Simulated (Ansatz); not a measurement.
## Migration barriers: interstitial Cu in zinc-blende CuI, charge state +1

System: interstitial Cu in zinc-blende CuI (charge state +1). Method: PBE, PAW (plane waves to 420 eV; Ansatz, a program for electronic structure).

Cell of 64 host sites held at the relaxed PBE lattice; one k-point at (0.250, 0.250, 0.250); Fermi-Dirac width 0.01 eV, spin-restricted; finite-size errors left in. Energies are static. Spin-orbit coupling is left out. The charge state is imposed; whether it is stable for some Fermi level was not computed. Sites that were not tried may lie lower.

Barriers: single points on a 2×2×2 k-point mesh shifted by half a step at the bands' geometries.

| Route | Start site over the lowest site run (eV) | Hop (Å) | Forward barrier (eV) | Backward barrier (eV) | Neighbours at the start | Neighbours at the saddle | Saddle order | Forward, on the band's own sampling (eV) |
|---|---|---|---|---|---|---|---|---|
| one Cu atom jumps by itself | 0.00 | 4.35 | 0.22 | 0.22 | 3 Cu at 2.57, Cu at 2.58; 2 I at 3.05, I at 3.06, I at 3.11, 2 I at 3.12 Å | Cu at 2.72, 2 Cu at 2.92, 2 Cu at 2.97, Cu at 3.32; 2 I at 2.67, I at 2.79, I at 2.85 Å | not checked, on a symmetry element | 0.22 |

Paths come from CI-NEB runs.  A band can be held on a symmetry element, so unchecked saddle points there may be too high.
